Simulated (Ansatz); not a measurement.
Functionals compared on O on the 1x1 (110) surface of 3C silicon carbide (cut with top plane C + Si), one in a 2x2 cell, started at the site 'top C', in Ansatz (plane waves, PAW). The structure was relaxed with PBE; the other rows are single points on it, each with its references at the same level. Cutoff 420 eV (500 eV for r2SCAN).

Host crystal: 3C silicon carbide, with a band gap (PBE, scalar-relativistic without spin-orbit coupling).

Slab: 49 atoms, 7.7 Å thick at the start under the adsorbate (thin: gaps and levels are the slab's own); k 3x3x1, smearing 0.01 eV, dipole-corrected; 24 atoms held, the rest relaxed; symmetry of the start imposed; spin-polarised, no spin-orbit, no U, no dispersion correction. The starting moment vanished. At the end it is bonded to C. In PBE it is, or lies within 0.03 eV of, the lowest of the starts that converged. These notes are the PBE run's. RPBE: The program's check for a lower electronic state was not made. r2SCAN: The program's check for a lower electronic state was not made. Adsorption energies are against ½ O2(g). A negative adsorption energy means that the adsorbate is more stable on the surface than in its reference.

```
functional  adsorption energy (eV)  magnetic moment of the cell (μB)  rough cost of the single point
----------  ----------------------  --------------------------------  ------------------------------
PBE                          -1.86                              0.00                               –
RPBE                         -1.65                              0.00   around 4 core-minutes (rough)
r2SCAN                           …                              0.00          roughly 8 core-minutes
```

### Question
Some entries are withheld; supply them.

### Answer

- r2SCAN, adsorption energy (eV): -1.71

Ansatz is a quantum-chemistry and plane-wave program.
